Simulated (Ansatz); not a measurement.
The starting structures come from a database of crystals and need not be the phases stable at ambient conditions.

Consider the following.

```xyz
9
Lattice="6.3444 0.0000 0.0000 -3.1722 5.4944 0.0000 3.1722 1.8315 5.1802" Properties=species:S:1:pos:R:3 pbc="T T T"
Cs     3.1722     1.8315     1.2950
Cs     3.1722     5.4944     3.8851
H      4.3341     2.5023     4.2315
H      2.0103     4.8236     0.9487
H      2.0103     2.5023     4.2315
H      4.3341     4.8236     0.9487
H      6.3444     5.9842     4.2315
H      0.0000     1.3417     0.9487
Pt     0.0000     0.0000     0.0000
```

Space group of this cell: Fm-3m. The cell is taken as given.

Transport runs along the normal of the first two printed cell vectors, the (111) plane of the conventional cell.

The gap is the functional's own, uncorrected, and κ follows it; spin-orbit coupling is left out. Mid-gap values are interpolated between the computed energies.

Q: Compute, with r2SCAN (Ansatz, a program for electronic structure), the band gap and the smallest decay constant κ at mid-gap.

A: Gap 4.24 eV on a 8×8×8 mesh; κ = 0.465 1/Å, at the zone centre.
